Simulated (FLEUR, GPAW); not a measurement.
A GPAW input for a self-consistent single point of AlGaN2 (P3m1, 4 atoms in the cell) (DFT LDA (Perdew-Wang 92), plane waves, GPAW PAW datasets LDA (gpaw-data 1.0.1)):

```python
from ase import Atoms
from ase.units import GPa
from gpaw import GPAW

atoms = Atoms(['Al', 'Ga', 'N', 'N'],
              cell=[[3.095270, 0.000000, 0.000000],
                    [-1.547635, 2.680582, 0.000000],
                    [0.000000, 0.000000, 5.015849]],
              scaled_positions=[[0.000000, 0.000000, 0.999260],
                                [0.666667, 0.333333, 0.497170],
                                [0.666667, 0.333333, 0.111800],
                                [0.000000, 0.000000, 0.628160]],
              pbc=True)

calc = GPAW(mode={'name': 'pw', 'ecut': 950},
            xc='LDA',
            kpts={'size': (8, 8, 5), 'gamma': True},
            occupations={'name': 'fermi-dirac', 'width': 0.0},
            nbands=-6,
            convergence={'density': 1e-05, 'bands': -4},
            symmetry={'symmorphic': False, 'tolerance': 0.0005},
            maxiter=120)

atoms.calc = calc

energy = atoms.get_potential_energy()
print('Energy (eV):', round(energy, 6))
forces = atoms.get_forces()
print('Forces (eV/Ang):')
print(forces.round(5))
stress = atoms.get_stress()
print('Stress (GPa, Voigt):', (stress / GPa).round(4))
```

Question: Translate this input to FLEUR.

Answer: One input that does it (others would too):

Input of the input generator:

```
AlGaN2 crystal
&input film=f /
5.8492120891 0.0000001143 0.0000000000
-2.9246061436 5.0655662041 0.0000000000
0.0000000000 0.0000000000 9.4785808925
1.0
1.0 1.0 1.0

4
13 0.0000001667 -0.0000001667 0.9992600000
31 0.6666668333 0.3333331667 0.4971700000
7 0.6666668333 0.3333331667 0.1118000000
7 0.0000001667 -0.0000001667 0.6281600000

&comp jspins=1 /
&exco xctyp='pz' /
&kpt div1=8 div2=8 div3=5 gamma=t /
&end /
```

```xml
<?xml version="1.0" encoding="UTF-8" standalone="no"?>
<fleurInput fleurInputVersion="0.39">
   <comment>
      AlGaN2 crystal                                                                                      
   </comment>
   <calculationSetup>
      <cutoffs Kmax="4.5" Gmax="18.0" GmaxXC="18.0" numbands="0"/>
      <scfLoop itmax="60" minDistance="0.00001" maxIterBroyd="99" imix="Anderson" alpha="0.05" precondParam="0.0" spinf="2.0"/>
      <coreElectrons ctail="T" frcor="F" kcrel="0" coretail_lmax="0"/>
      <xcFunctional name="pz" relativisticCorrections="F"/>
      <magnetism jspins="1"/>
      <soc l_soc="F" theta="0.0" phi="0.0" spav="F"/>
      <expertModes spex="0" secvar="F"/>
      <geometryOptimization l_f="T" forcealpha="1.0" forcemix="BFGS" epsdisp="0.00001" epsforce="0.00001"/>
      <ldaU l_linMix="F" mixParam="0.05" spinf="1.0"/>
   </calculationSetup>
   <cell>
      <bzIntegration valenceElectrons="26.0" mode="hist" fermiSmearingEnergy="0.0001">
         <kPointListSelection listName="default-1"/>
         <!-- k-points included here -->
         <xi:include xmlns:xi="http://www.w3.org/2001/XInclude" href="kpts.xml"> </xi:include>
      </bzIntegration>
      <!-- symmetry operations included here -->
      <xi:include xmlns:xi="http://www.w3.org/2001/XInclude" href="sym.xml"> </xi:include>
      <bulkLattice scale="1.0">
         <bravaisMatrix>
            <row-1>    5.8492120890999999     0.0000001143000000     0.0000000000000000</row-1>
            <row-2>   -2.9246061436000002     5.0655662040999996     0.0000000000000000</row-2>
            <row-3>    0.0000000000000000     0.0000000000000000     9.4785808925000001</row-3>
         </bravaisMatrix>
      </bulkLattice>
   </cell>
   <atomSpecies>
      <species name="Aluminum (Al)" element="Al" atomicNumber="13">
         <mtSphere radius="1.76" gridPoints="609" logIncrement="0.018"/>
         <atomicCutoffs lmax="8" lnonsphr="6"/>
         <electronConfig flipSpins="F">
            <coreConfig>(1s1/2) (2s1/2) (2p1/2) (2p3/2)</coreConfig>
            <valenceConfig>(3s1/2) (3p1/2) (3p3/2)</valenceConfig>
            <stateOccupation state="(3p1/2)" spinUp="0.1666666666667" spinDown="0.1666666666667"/>
            <stateOccupation state="(3p3/2)" spinUp="0.3333333333333" spinDown="0.3333333333333"/>
         </electronConfig>
         <energyParameters s="3" p="3" d="3" f="4"/>
      </species>
      <species name="Gallium (Ga)" element="Ga" atomicNumber="31">
         <mtSphere radius="1.84" gridPoints="635" logIncrement="0.019"/>
         <atomicCutoffs lmax="8" lnonsphr="6"/>
         <electronConfig flipSpins="F">
            <coreConfig>(1s1/2) (2s1/2) (2p1/2) (2p3/2) (3s1/2) (3p1/2) (3p3/2)</coreConfig>
            <valenceConfig>(4s1/2) (3d3/2) (3d5/2) (4p1/2) (4p3/2)</valenceConfig>
            <stateOccupation state="(4p1/2)" spinUp="0.1666666666667" spinDown="0.1666666666667"/>
            <stateOccupation state="(4p3/2)" spinUp="0.3333333333333" spinDown="0.3333333333333"/>
         </electronConfig>
         <energyParameters s="4" p="4" d="3" f="4"/>
         <lo type="HELO" l="2" n="4" eDeriv="0"/>
      </species>
      <species name="Nitrogen (N)" element="N" atomicNumber="7">
         <mtSphere radius="1.52" gridPoints="527" logIncrement="0.02"/>
         <atomicCutoffs lmax="6" lnonsphr="4"/>
         <electronConfig flipSpins="F">
            <coreConfig>(1s1/2)</coreConfig>
            <valenceConfig>(2s1/2) (2p1/2) (2p3/2)</valenceConfig>
            <stateOccupation state="(2p1/2)" spinUp="0.5" spinDown="0.5"/>
            <stateOccupation state="(2p3/2)" spinUp="1.0" spinDown="1.0"/>
         </electronConfig>
         <energyParameters s="2" p="2" d="3" f="4"/>
      </species>
   </atomSpecies>
   <atomGroups>
      <atomGroup species="Aluminum (Al)">
         <relPos label="                   1">.0000000000 .0000000000 -.0007400000</relPos>
         <force calculate="T" relaxXYZ="TTT"/>
      </atomGroup>
      <atomGroup species="Gallium (Ga)">
         <relPos label="                   2">-1.000/3.000 1.000/3.000 .4971700000</relPos>
         <force calculate="T" relaxXYZ="TTT"/>
      </atomGroup>
      <atomGroup species="Nitrogen (N)">
         <relPos label="                   3">-1.000/3.000 1.000/3.000 .1118000000</relPos>
         <force calculate="T" relaxXYZ="TTT"/>
      </atomGroup>
      <atomGroup species="Nitrogen (N)">
         <relPos label="                   4">.0000000000 .0000000000 -.3718400000</relPos>
         <force calculate="T" relaxXYZ="TTT"/>
      </atomGroup>
   </atomGroups>
   <output dos="F" band="F" slice="F">
      <checks vchk="F" cdinf="F"/>
      <bandDOS minEnergy="-.5*Htr" maxEnergy="0.5*Htr" sigma="0.015" storeEVData="T"/>
      <vacuumDOS vacdos="F" integ="F" star="F" nstars="0" locx1="0.0" locy1="0.0" locx2="0.0" locy2="0.0" nstm="0" tworkf="0.0"/>
      <unfoldingBand unfoldBand="F" supercellX="1" supercellY="1" supercellZ="1"/>
      <plotting iplot="0" polar="F">
         <plot TwoD="T" vec1="  1.0  0.0  0.0" vec2="  0.0  1.0  0.0" vec3="  0.0  0.0  1.0" zero="  0.0  0.0  0.0" file="plot"/>
      </plotting>
      <chargeDensitySlicing numkpt="0" minEigenval="0.0" maxEigenval="0.0" nnne="0" pallst="F"/>
      <specialOutput eonly="F"/>
      <magneticCircularDichroism mcd="F" energyLo="-10.0" energyUp="0.0"/>
   </output>
  <!-- We include the file relax.xml here to enable relaxations (see documentation) -->
  <xi:include xmlns:xi="http://www.w3.org/2001/XInclude" href="relax.xml"> <xi:fallback/> </xi:include>
</fleurInput>
```

Basis settings and potentials, where a program has them, do not carry over. This input uses DFT, LDA (Perdew-Zunger), all-electron FLAPW (FLEUR), scalar-relativistic valence. LDA parametrisations can differ slightly between programs.

The starting cell comes from a database of computed structures (which also holds hypothetical and non-ambient phases and stackings), without a prior relaxation at this level. Its lattice was rescaled by a random factor within 2.5 % of one.
